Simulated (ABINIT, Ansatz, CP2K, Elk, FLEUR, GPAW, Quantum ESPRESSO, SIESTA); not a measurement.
**Code comparison for BN (F-43m, 2 atoms in the cell)**

Self-consistent single point, at a second geometry (lattice scaled by 0.98). First geometry:

```xyz
2
Lattice="0.0000 1.7925 1.7925 1.7925 0.0000 1.7925 1.7925 1.7925 0.0000" Properties=species:S:1:pos:R:3 pbc="T T T"
B      0.0000     0.0000     0.0000
N      2.6888     2.6888     2.6888
```

Shared settings, as Ansatz (a quantum-chemistry and plane-wave program) writes them: kpoints.mp_grid.grid = 13 13 13; scf.occupations.method = fixed. Potentials and cutoffs stand in the table.

```
code                                                                                                                                model  ΔF from the first geometry (meV/atom)  pressure (GPa)  gap on the mesh (eV)           cutoff
----------------  -----------------------------------------------------------------------------------------------------------------------  -------------------------------------  --------------  --------------------  ---------------
GPAW                                                                                         PBE, GPAW PAW datasets PBE (gpaw-data 1.0.1)                                   56.6               –                 4.641           900 eV
Ansatz                                                                                                                     PBE, PAW files                                   55.5           40.35                 4.635           420 eV
SIESTA            GGA PBE, numerical atomic orbitals DZP, PseudoDojo PBE standard norm-conserving potentials (rewritten from UPF to PSML)                                   61.0           44.26                 4.746      grid 400 Ry
CP2K                                                              PBE, GPW, DZVP-MOLOPT-PBE-GTH basis, GTH-PBE potentials (POTENTIAL_UZH)                                   58.4           42.28                 4.741      grid 400 Ry
ABINIT                                                           PBE, norm-conserving pseudopotentials (PseudoDojo nc-sr-05 PBE standard)                                   55.1           40.77                 4.719            42 Ha
Quantum ESPRESSO                                                                           PBE, GBRV 1.5 ultrasoft (PBE) pseudopotentials                                   56.0           41.10                 4.646            40 Ry
Elk                                                          PBE, all-electron FP-LAPW, Elk's shipped species files, default APW+lo basis                                      –               –                 4.652          default
FLEUR                                                                        PBE, all-electron FLAPW (FLEUR), scalar-relativistic valence                                   64.4               –                 4.681  Kmax 4.4 1/bohr
```

For Ansatz (by 0.6 GPa) the energy change implies a higher mean pressure, against the two pressures, than for the other programs: a sign of finite-basis (Pulay) stress.

A dash marks a value that a program does not give, or that is left out as unsure.

Gaps are read on the mesh.

The spread over the programs that give each value: ΔF from the first geometry within 9.3 meV/atom; pressure within 3.91 GPa; gap on the mesh within 0.111 eV.

SIESTA and CP2K use small atom-centred bases, whose incompleteness enters pressures, forces and empty levels differently from a plane-wave cutoff. Elk and FLEUR treat all electrons, but the usual bases taken here (sphere radii, linearisation, local orbitals, empty states) were not tested for convergence, so the values are no reference for the others. Ansatz's pressure is given at a fixed set of plane waves, as the other plane-wave codes print theirs; with its correction for the finite basis it is 40.96 GPa (the shift of 0.61 GPa shows how far the cutoff is from converged). The pressure of GPAW is left out: its cutoff lies under the one at which its stress was checked. In the pressure, SIESTA (by 3.49) and CP2K (by 1.51) lie more than 1 GPa from the median of the plane-wave programs.

The starting cell comes from a database of computed structures (which also holds hypothetical and non-ambient phases and stackings), without a prior relaxation at this level. Its lattice was rescaled by a random factor within 2.5 % of one. For this run, on top of that: lattice scaled by 0.98.

Keys are those of Ansatz 0.2.
